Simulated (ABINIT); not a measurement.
ABINIT is run on Sr2Rh (Fm-3m, 3 atoms in the cell), and the run fails. The aim is a self-consistent single point with DFT, PBEsol, plane waves, norm-conserving pseudopotentials (PseudoDojo nc-sr-04 PBEsol standard).

Cell that was meant: a = 5.1632 Å, b = 5.1632 Å, c = 5.1632 Å, α = 60.00°, β = 60.00°, γ = 60.00°.

Part of the input:

```
ecut 1197 eV
ixc -116133
occopt 6
tsmear 0.272
nband 25
kptopt 1
ngkpt 5 5 5
```

The program printed (abridged):

```
--- !BeginCycle
solver: {iscf: 7, nstep: 50, nline: 4, wfoptalg: 0, }
tolerances: {toldfe: 1.00E-09, }
...

     iter   Etot(hartree)      deltaE(h)  residm     vres2
 ETOT  1  -184.95528528376    -1.850E+02 1.112E-01 6.068E+03
 ETOT  2  -183.12355439383     1.832E+00 1.267E-02 2.675E+04
 ETOT  3  -185.77709510385    -2.654E+00 5.094E-03 8.224E+02
 ETOT  4  -185.82493424751    -4.784E-02 4.775E-03 2.473E+02
 ETOT  5  -185.84636184162    -2.143E-02 2.339E-03 2.857E+00
   [... 41 lines left out ...]
 ETOT 47  -185.84664400096    -8.189E-08 4.106E-06 1.501E-05
 ETOT 48  -185.84664406643    -6.547E-08 5.569E-06 5.070E-06
 ETOT 49  -185.84664412338    -5.695E-08 3.132E-06 2.933E-06
 ETOT 50  -185.84664417320    -4.982E-08 4.256E-06 3.737E-06

 Cartesian components of stress tensor (hartree/bohr^3)
  sigma(1 1)= -3.33328446E-04  sigma(3 2)=  0.00000000E+00
  sigma(2 2)= -3.33328446E-04  sigma(3 1)=  0.00000000E+00
  sigma(3 3)= -3.33328446E-04  sigma(2 1)=  0.00000000E+00
 scprqt:  WARNING -
  nstep=   50 was not enough SCF cycles to converge;
  maximum energy difference=  4.982E-08 exceeds toldfe=  1.000E-09

 ----iterations are completed or convergence reached----

 reduced coordinates (array xred) for    3 atoms
       0.750000000000      0.750000000000      0.750000000000
   [... lines left out ...]
 Fermi (or HOMO) energy (eV) =   6.28557   Average Vxc (eV)=  -9.38830
   [... lines left out ...]

--- !EnergyTerms
kinetic             :  5.76473430055812E+01
hartree             :  5.08232142202861E+01
xc                  : -3.53765442415930E+01
Ewald energy        : -1.08897220764229E+02
psp_core            :  2.61611991950718E+00
local_psp           : -1.69215291322353E+02
non_local_psp       :  1.71269673237656E+01
internal            : -1.85275411859034E+02
'-kT*entropy'       : -5.71232314164131E-01
total_energy        : -1.85846644173198E+02
total_energy_eV     : -5.05714437368973E+03
band_energy         : -2.07170653894302E+01
...

-Cartesian components of stress tensor (GPa)         [Pressure=  9.8069E+00 GPa]
- sigma(1 1)= -9.80685980E+00  sigma(3 2)=  0.00000000E+00
- sigma(2 2)= -9.80685980E+00  sigma(3 1)=  0.00000000E+00
- sigma(3 3)= -9.80685980E+00  sigma(2 1)=  0.00000000E+00

 Calculation completed.
```

What caused this, and what should be changed?

The fault is an energy in the wrong unit. A bare number is read in the key's own unit, and eV, Ry (13.6 eV) and Ha (27.2 eV) lie far apart, so the setting ends up far from the one that was meant. To fix it, convert the value to the unit that the key expects. The run ended unconverged after 50 iterations.

An input that runs soundly differs in these lines (not the only fix; some lines may just follow from the change or write a value another way):
```diff
-tsmear 0.272
+tsmear 0.00999582
```

With that input, the run converged in 20 iterations: free energy E − TS -5051.02 eV; Fermi level (on the code's own zero) 6.54 eV; pressure -1.33 GPa (DFT, PBEsol, plane waves, norm-conserving pseudopotentials (PseudoDojo nc-sr-04 PBEsol standard)).

On the sound input: the starting cell comes from a database of computed structures (which also holds hypothetical and non-ambient phases and stackings), without a prior relaxation at this level. Spin polarisation is off.
